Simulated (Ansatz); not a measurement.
Worked example: relaxation of cell and atoms of VFe3 (I4/mmm, 4 atoms in the cell) in Ansatz (an electronic-structure program).

Computed with LDA (PW92), default PAW files made with PBE (plane waves; Ansatz).

The change in words: atoms on their sites; basis.ecutwfc: 420 eV → 630 eV; relax: default → cell and atoms. Reference geometry:
```yaml
crystal:
  lattice:
    - [-2.03346, 2.03346, 2.88264]
    - [2.03346, -2.03346, 2.88264]
    - [2.03346, 2.03346, -2.88264]
  atoms:
    - { symbol: V, position: [0.50867, 0.50867, 0.00000], spin: 2.0 }
    - { symbol: Fe, position: [0.75000, 0.25000, 0.50000], spin: 4.0 }
    - { symbol: Fe, position: [0.25000, 0.75000, 0.50000], spin: 4.0 }
    - { symbol: Fe, position: [0.00000, 0.00000, 0.00000], spin: 4.0 }
```
(The spins are starting values, not results.)

Reference input (self-consistent single point, DFT, LDA (PW92), plane waves, default PAW files made with PBE): basis.ecutwfc = 420 eV; kpoints.mp_grid.grid = 5 5 5; hamiltonian.xc = lda; hamiltonian.pseudopotentials = {kind: paw} (the program's default PAW files); magnetization.spin_polarized = true; scf.occupations.method = gaussian; scf.occupations.width = 0.1 eV. This run's input differs from it in these lines:

Ansatz 0.2 input:
```diff
@@ -7,3 +7,3 @@
   atoms:
-    - { symbol: V, position: [0.508673, 0.508673, 0.000000], spin: 2.0 }
+    - { symbol: V, position: [0.500000, 0.500000, 0.000000], spin: 2.0 }
     - { symbol: Fe, position: [0.750000, 0.250000, 0.500000], spin: 4.0 }
@@ -12,3 +12,3 @@
 basis:
-  ecutwfc: 420.0
+  ecutwfc: 630.0
 kpoints:
@@ -26,2 +26,4 @@
     width: 0.1
+relax:
+  cell: {}
 output:
```

The program printed (abridged):

```
   [... SCF lines of the steps left out ...]
relax step   1: F+E_penalty+E_count = -16120.59605643 eV  Δ(F+E_penalty+E_count) = +0.000e0 eV  max|allowed force component| = 5.204e-18 eV/Å  Δτ_max = 0.0000 Å  P = -21.253 GPa  Ω = 47.678 Å³  (15 SCF iters, dr2 threshold 1.00e-7 eV, accepted)
relax step   2: F+E_penalty+E_count = -16120.92218796 eV  Δ(F+E_penalty+E_count) = -3.261e-1 eV  max|allowed force component| = 3.469e-18 eV/Å  Δτ_max = 0.0000 Å  P = -6.137 GPa  Ω = 44.041 Å³  energy of the carried Pulay correction = +6.935e-4 eV  [...]
   [... lines left out ...]
relax step   4: F+E_penalty+E_count = -16120.94366902 eV  Δ(F+E_penalty+E_count) = -1.032e-3 eV  max|allowed force component| = 6.072e-18 eV/Å  Δτ_max = 0.0000 Å  P = +0.004 GPa  Ω = 42.956 Å³  energy of the carried Pulay correction = +9.192e-4 eV  [...]
relax step   5: F+E_penalty+E_count = -16120.94275803 eV  Δ(F+E_penalty+E_count) = +9.110e-4 eV  max|allowed force component| = 1.735e-18 eV/Å  Δτ_max = 0.0000 Å  P = +0.000 GPa  Ω = 42.956 Å³  stress off target by 8.41e-3 GPa  SCF on the basis [...]
basis re-selected at this cell: Δ(F+E_penalty+E_count) = +9.110e-4 eV, ΔP = -0.004 GPa vs the last step
the relaxation is at rest under the 16 symmetry operations that the run kept from its start: a minimum is not shown …
the relaxation's final electronic state is not compared with the one that a single-point calculation of its input finds at the relaxed geometry …
Magnetization: 4.8787 μB (32.9394 up, 28.0606 down)
   [... lines left out ...]
Absolute magnetization: 5.8449 μB (∫|ρ↑−ρ↓|, with the PAW one-centre terms)
Free energy (F): -16120.942758 eV
Fermi energy:    20.205681 eV
  cell:  # Å, volume = 42.9561 Å³
   [... lines left out ...]
    - [1.9654672036147995, 1.9654672036147995, -2.77992838273614]
  atoms:
    - { symbol: V, position: [0.49999999999999994, 0.49999999999999994, 1.9064186129057706e-34] }
    - { symbol: Fe, position: [0.7499999999999999, 0.25, 0.49999999999999994] }
    - { symbol: Fe, position: [0.25, 0.7499999999999999, 0.49999999999999994] }
    - { symbol: Fe, position: [2.0817413601165402e-34, 1.1546217604157425e-34, 1.9001384987009115e-34] }
```

The run converged. 

Summary of the result:
* **Free energy E − TS (on the zero of these files)**: -16120.9428 eV
* **Fermi level (on the code's own zero)**: 20.21 eV
* **Pressure**: 0.00 GPa
* **Size of the cell's spin moment**: 4.88 μB
* **Final cell**: a = 3.931 Å, b = 3.931 Å, c = 3.931 Å, α = 120.00°, β = 120.00°, γ = 89.99°
* **Final volume per atom**: 10.74 Å³
* **Relaxation steps**: 5

The starting cell comes from a database of computed structures (which also holds hypothetical and non-ambient phases and stackings), without a prior relaxation at this level. Its lattice was rescaled by up to half a per cent. The magnetic order is the one reached from the typed start; others were not searched systematically. The program warned that a starting moment was not kept. The relaxation keeps the symmetry of its start, so its end need not be a minimum. Ansatz's pressure includes its estimate of the finite-basis (Pulay) stress.

Cost on one core of a shared machine: roughly 50 s.
